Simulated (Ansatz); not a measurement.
SmSi (Pnma, No. 62; cell taken from a computed entry) was calculated with r²SCAN-D4 (Ansatz, a quantum-chemistry and plane-wave program, PAW).

Run with plane-wave cutoff 500 eV, 6×10×8 k mesh (along the axes of the cell as run), Fermi–Dirac smearing 0.05 eV, spin-polarised start, scalar-relativistic PAW data made under PBE.

Computed at the level's own relaxed cell.

Problem. Give the computed volume per atom.

Solution. 
- volume per atom: 24.08 Å³/atom

Note: the magnetic order was assumed, not searched for or taken from measurement; the relaxation could not lower the start's symmetry, so the cell can be a saddle point above a distorted one; the 4f shell is treated without U or exact exchange, so its levels and filling can be wrong.

Spin–orbit coupling is not included.

Static lattice: no zero-point or thermal effects.
